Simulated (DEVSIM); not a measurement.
Structure: abrupt InP n-p junction, at 400 K.

```
layer (left to right)  material  thickness (μm)  Nd (cm⁻³)  Na (cm⁻³)  τn (s)  τp (s)
---------------------  --------  --------------  ---------  ---------  ------  ------
1                           InP           0.130     9.8e16          -  2.3e-9  2.3e-9
2                           InP           0.430          -     4.2e15  2.3e-9  2.3e-9
```

Left contact: ohmic. Right contact: ohmic. Voltage is applied to the left contact. Recombination: SRH at mid-gap, radiative. Mobility is μmin + (μ − μmin)/(1 + (N/Nref)^α).

This is a model device: material constants are rounded textbook-type values typed into the input, and sizes, dopings and lifetimes were drawn at random. Values at 300 K; Nc and Nv go as T^1.5, mobilities as T to minus their exponent, the gap by Varshni's rule with the affinity fixed.

```csv
parameter,InP
gap (eV),1.344
affinity (eV),4.38
permittivity,12.5
Nc (cm⁻³),5.7e17
Nv (cm⁻³),1.1e19
μn (cm²/Vs),5200
μp (cm²/Vs),170
"μn,min",400
"μp,min",10
"Nref,n",3e17
"Nref,p",4.9e17
αn,0.47
αp,0.62
T exponent of μn,2
T exponent of μp,2
B (cm³/s),1.2e-10
Varshni α (eV/K),0.000363
Varshni β (K),162
```

Model (solved in DEVSIM): 1D drift-diffusion, Boltzmann statistics, complete ionisation; no tunnelling, impact ionisation, image-force lowering or self-heating.

The doping Nd of layer 1 was swept, all else fixed.

```csv
doping Nd of layer 1 (cm^-3),largest field in the device at zero bias (V/cm),dark forward voltage at 1 A/cm² (V),dark forward voltage at 100 A/cm² (V),potential step across the device at zero bias (V)
2.9e15,25000,0.561,0.744,0.828
9.8e15,27000,0.562,0.740,0.870
2.9e16,31000,0.556,0.735,0.908
9.8e16,35000,0.550,0.730,0.950
2.9e17,44000,0.546,0.728,0.987
```

From the first row to the last the largest field in the device at zero bias goes from 25000 to 44000. From the first row to the last the dark forward voltage at 1 A/cm² goes from 0.561 to 0.546.
